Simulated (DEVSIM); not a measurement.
System: W/Al2O3/n-Si capacitor, at 300 K.

| layer (left to right) | material | thickness (nm) | Nd (cm⁻³) |
|---|---|---|---|
| 1 | Al2O3 | 2.70 | - |
| 2 | Si | 500 | 1.3e18 |

Metal gate on the left, work function 4.6 eV. Fixed charge at the semiconductor interface 1e11 cm⁻² (in units of +e); interface traps 1e10 cm⁻² eV⁻¹, uniform in energy, neutral level at 0.7 of the gap above the valence band.

This is a model device: material constants are rounded textbook-type values typed into the input, and sizes, dopings and lifetimes were drawn at random. Values at 300 K.

```csv
parameter,Al2O3,Si
gap (eV),6.8,1.124
affinity (eV),1.35,4.05
permittivity,9,11.7
Nc (cm⁻³),-,2.86e19
Nv (cm⁻³),-,3.1e19
```

Model (solved in DEVSIM): 1D Poisson equation in equilibrium, Boltzmann statistics, complete ionisation; no quantum confinement or tunnelling. Metal contacts follow the ideal Schottky-Mott rule: no Fermi-level pinning, no interface dipoles.

The interface trap density was swept, all else fixed.

```
interface trap density (cm^-2 eV^-1)  minimum of the low-frequency capacitance (μF/cm²)  flat-band voltage (V)  threshold voltage (band bending 2φF) (V)
------------------------------------  -------------------------------------------------  ---------------------  ----------------------------------------
0                                                                                 0.326                   0.46                                     -0.72
1e10                                                                              0.328                   0.46                                     -0.72
1e11                                                                              0.339                   0.47                                     -0.72
3e11                                                                              0.364                   0.47                                     -0.73
1e12                                                                              0.448                   0.48                                     -0.75
2e12                                                                              0.561                   0.49                                     -0.79
```

From the first row to the last the minimum of the low-frequency capacitance goes from 0.326 to 0.561. From the first row to the last the flat-band voltage goes from 0.46 to 0.49.
